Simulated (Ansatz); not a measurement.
## Hypothetical CsCl type SiGe, pressure series

Start from SiGe in the CsCl type structure (space group Pm-3m, No. 221; a = 3.2516 Å; a hypothetical phase, not in the database extracts checked).

Cell and atoms are relaxed at each pressure.

Level of theory: PBE (Ansatz, a program for electronic structure, PAW, without spin-orbit coupling).

Notes on the quantities. enthalpy: H = E + PV relative to the base's energy.

```csv
change,enthalpy,density
base,–,4.87 g/cm³
pressure −2 GPa,-0.22 eV/atom,4.72 g/cm³
pressure −1 GPa,-0.11 eV/atom,4.80 g/cm³
pressure 0.3 GPa,+0.03 eV/atom,4.89 g/cm³
pressure 0.7 GPa,+0.07 eV/atom,4.91 g/cm³
pressure 1.5 GPa,+0.16 eV/atom,4.96 g/cm³
pressure 3 GPa,+0.32 eV/atom,5.06 g/cm³
pressure 5 GPa,+0.52 eV/atom,5.17 g/cm³
pressure 7.5 GPa,+0.77 eV/atom,5.31 g/cm³
pressure 10 GPa,+1.01 eV/atom,5.44 g/cm³
```

Load acts through the strain it causes; cell and atoms are relaxed under it. Whether these cells are dynamically stable was not tested. No other phases were tried under pressure. All final runs are without spin polarisation.
